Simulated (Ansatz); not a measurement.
Base system: KBr in the rock salt structure (space group Fm-3m, No. 225; a = 6.6082 Å). Axes: x, y, z lie along the cube axes.

Level of theory: Ansatz (a program for electronic structure), r2SCAN, PAW, cutoff 500 eV, no spin-orbit coupling.

Before the change:

```
Quantity    Value
--------  -------
Band gap  5.07 eV
```

The change: a free-standing slab of 4 layers (8 atoms, 2 a layer) is cut normal to the z axis, with 15 Å of vacuum and the in-plane cell held at bulk.

Question: Predict the new band gap.

Answer: The band gap goes up by 0.05 eV (5.07 eV → 5.12 eV).

Question: Predict the new gap character.

Answer: The gap character is direct at Γ.

No phonon test of stability was made. k-point labels follow each cell's own Brillouin zone.
